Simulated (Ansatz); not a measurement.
The reference is CdTe in the zinc blende structure (space group F-43m, No. 216; a = 6.489 Å).

Modification: cell and atoms relaxed at a pressure of 7.5 GPa.

Levels (all Ansatz, a program for electronic structure, PAW): PBEsol (420 eV, no spin-orbit coupling); r2SCAN (500 eV, without spin-orbit coupling); HSE06 (420 eV, scalar-relativistic without spin-orbit coupling).

One geometry, relaxed with PBEsol, under each level:

Notes on the quantities. hole mass: degenerate bands, along [100].

| level | band gap | lowest conduction level above the VBM at special points | electron mass | hole mass | pressure |
|---|---|---|---|---|---|
| PBEsol | 1.04 eV | Γ 1.04 eV; L 1.85 eV; X 2.18 eV; U 2.67 eV | 0.077 mₑ (at Γ) | 0.078, 0.41, 0.41 mₑ (at Γ) | 7.51 GPa |
| r2SCAN | 1.70 eV | Γ 1.70 eV; L 2.37 eV; X 2.58 eV; U 3.09 eV | 0.11 mₑ (at Γ) | 0.11, 0.42, 0.42 mₑ (at Γ) | 9.66 GPa |
| HSE06 | … | … | – | – | – |

Q: Give the withheld HSE06 results.

A: 
- HSE06, band gap: 2.07 eV
- HSE06, lowest conduction level above the VBM at special points: Γ 2.07 eV; L 2.78 eV; X 2.96 eV

Single points use the geometry relaxed with PBEsol. Their cutoffs differ, which shifts pressures a little. With Te present, leaving out spin-orbit coupling can change the band edges. Load acts through the strain it causes; cell and atoms are relaxed under it. Effective masses come from finite differences of ±0.01 Å⁻¹. Whether these cells are dynamically stable was not tested. Measured, CdTe leaves this structure (for cinnabar) near 3.53 GPa (temperature not stated; as listed in Datta, Sujoy, Jana, Debnarayan, arXiv (2020)), on rising pressure, with hysteresis.
